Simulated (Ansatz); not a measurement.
The starting structures come from a database of crystals and need not be the phases stable at ambient conditions.

Tunnelling through a barrier is set by its complex band structure: the current falls as exp(−2κd) with the smallest κ.

```yaml
crystal:
  lattice:
    - [7.41986, 0.00000, 0.00000]
    - [3.10517, 8.79923, 0.00000]
    - [-2.15734, 4.39962, 2.82906]
  atoms:
    - { symbol: K, position: [0.18373, 0.09186, 0.00000] }
    - { symbol: K, position: [0.81627, 0.90814, 0.00000] }
    - { symbol: K, position: [0.00000, 0.50000, 0.00000] }
    - { symbol: Cu, position: [0.50000, 0.50000, 0.00000] }
    - { symbol: Cu, position: [0.50000, 0.50000, 0.50000] }
    - { symbol: Cu, position: [0.00000, 0.00000, 0.50000] }
    - { symbol: P, position: [0.48596, 0.74298, 0.00000] }
    - { symbol: P, position: [0.51404, 0.25702, 0.00000] }
```

Space group of this cell: R-3m. The cell is taken as given; by PBEsol its mean pressure is -0.9 GPa.

Transport runs along the normal of the first two printed cell vectors, the (110) plane of the conventional cell.

No gap correction and no spin-orbit coupling; mid-gap values are interpolated between computed energies.

Q: State the band gap and the smallest decay constant κ at mid-gap according to PBEsol (Ansatz, a program for electronic structure).

A: Gap 1.22 eV on a 10×10×10 mesh; κ = 0.165 1/Å, at the zone centre.
